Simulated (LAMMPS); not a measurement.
Molecular dynamics of HfO2 (fluorite), 324 atoms, at 1830 K and 5 GPa, heated as the crystal.

All values are model results, not measurements: classical MD, Buckingham potential of Lewis and Catlow, J. Phys. C 18, 1149 (1985), first set, used with rigid ions (no shells), PPPM sums, short-range terms cut at 10 Å, modified for these runs by an r^-4 repulsive force inside the short-range force's maximum, run in LAMMPS.

```
r (Å)  g(r), Hf-O  g(r), O-O
-----  ----------  ---------
1.740       0.000      0.000
1.780       0.007      0.000
1.820       0.094      0.000
1.860       0.209      0.000
1.900       0.631      0.000
1.940        1.30      0.000
1.980        2.14      0.000
2.020        3.27      0.000
2.060        4.30      0.000
2.100        5.02      0.009
2.140        5.70      0.009
2.180        5.89      0.052
2.220        5.33      0.139
2.260        4.55      0.300
2.300        4.04      0.614
2.340        3.22      0.945
2.380        2.58       1.51
2.420        1.92       2.19
2.460        1.31       2.62
2.500       0.901       3.03
2.540       0.751       3.42
2.580       0.482       3.38
2.620       0.362       3.05
2.660       0.219       2.72
2.700       0.187       2.23
2.740       0.130       1.53
2.780       0.059       1.04
2.820       0.047      0.666
2.860       0.025      0.402
2.900       0.015      0.251
2.940       0.007      0.170
2.980       0.005      0.112
3.020       0.011      0.095
3.060       0.000      0.088
3.100       0.004      0.110
3.140       0.002      0.206
3.180       0.002      0.270
3.220       0.000      0.469
3.260       0.000      0.580
3.300       0.000      0.747
3.340       0.000       1.02
3.380       0.000       1.35
3.420       0.002       1.61
3.460       0.002       1.80
3.500       0.005       1.93
3.540       0.005       2.15
3.580       0.008       2.33
3.620       0.009       2.34
3.660       0.029       2.23
3.700       0.042       2.06
3.740       0.092       1.90
3.780       0.148       1.68
3.820       0.227       1.31
3.860       0.386       1.18
3.900       0.595      0.969
3.940       0.771      0.785
3.980        1.18      0.602
4.020        1.69      0.583
4.060        2.31      0.432
4.100        2.81      0.511
4.140        3.36      0.478
4.180        3.74      0.631
4.220        4.12      0.693
4.260        4.21      0.800
4.300        4.00      0.885
4.340        3.56      0.968
4.380        3.13      0.984
4.420        2.42       1.05
4.460        1.94       1.02
4.500        1.39      0.937
4.540       0.885      0.912
4.580       0.555      0.785
4.620       0.403      0.675
4.660       0.250      0.567
4.700       0.140      0.476
4.740       0.082      0.429
4.780       0.040      0.378
4.820       0.023      0.348
4.860       0.014      0.359
4.900       0.012      0.378
4.940       0.005      0.473
4.980       0.004      0.572
5.020       0.021      0.616
5.060       0.025      0.695
5.100       0.054      0.738
5.140       0.081      0.756
5.180       0.155      0.752
5.220       0.274      0.678
5.260       0.420      0.676
5.300       0.663      0.693
5.340       0.896      0.669
5.380        1.27      0.717
5.420        1.60      0.854
5.460        1.88      0.951
5.500        2.20       1.16
5.540        2.31       1.36
5.580        2.36       1.54
5.620        2.25       1.65
5.660        2.10       1.75
5.700        1.79       1.82
5.740        1.44       1.87
5.780        1.18       1.84
```

Main features:
- state found: crystal; no diffusion seen in 21 ps
- first peak of g(r), Hf-O: 2.17 Å, height 5.9
- coordination number of Hf by O: 8.0 (counted to 3.34 Å)
- coordination number of O by Hf: 4.00 (counted to 3.34 Å)
- first peak of g(r), O-O: 2.56 Å, height 3.4

Caution: the potential ionic pair potential lewis1985a is fitted to static crystal properties with a polarisable anion, which is rigid here. Caution: in nature this polymorph isn't the stable one over the whole range of temperature at this pressure, and short runs keep a crystal in its starting form. Caution: a run this short can hold a crystal over, or a liquid under, the potential's own melting point, which these runs don't give.
